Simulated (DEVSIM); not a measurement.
System: abrupt Ge n-p junction, at 300 K.

```csv
layer (left to right),material,thickness (μm),Nd (cm⁻³),Na (cm⁻³),τn (s),τp (s)
1,Ge,1.30,1.7e16,-,3.3e-5,3.3e-5
2,Ge,1.80,-,5.3e16,3.3e-5,3.3e-5
```

Left contact: ohmic. Right contact: ohmic. Voltage is applied to the left contact. Recombination: SRH at mid-gap, radiative, Auger. Mobility is μmin + (μ − μmin)/(1 + (N/Nref)^α).

Constants are typed, rounded textbook-type inputs, not results; the design itself was drawn at random and stands for no fabricated device. Values at 300 K.

```tsv
parameter	Ge
gap (eV)	0.664
affinity (eV)	4
permittivity	16
Nc (cm⁻³)	1.04e19
Nv (cm⁻³)	6e18
μn (cm²/Vs)	3900
μp (cm²/Vs)	1900
μn,min	150
μp,min	100
Nref,n	2.6e17
Nref,p	4e17
αn	0.56
αp	0.6
B (cm³/s)	6.4e-14
Cn (cm⁶/s)	1e-31
Cp (cm⁶/s)	1e-31
```

Simulated with DEVSIM: 1D drift-diffusion, Boltzmann statistics, complete ionisation; no tunnelling, impact ionisation, image-force lowering or self-heating.

Base results: dark forward voltage at 1 A/cm² (V) 0.160; dark forward voltage at 100 A/cm² (V) 0.283.

### Question
What follows from this one change: thickness of layer 1 1.3 → 6.5 μm?

### Answer
dark forward voltage at 1 A/cm² 0.160 → 0.184 V; dark forward voltage at 100 A/cm² 0.283 → 0.309 V.

### Question
What follows from this one change: constant mobility in place of the doping-dependent one?

### Answer
dark forward voltage at 1 A/cm² 0.160 → 0.155 V; dark forward voltage at 100 A/cm² 0.283 → 0.277 V.
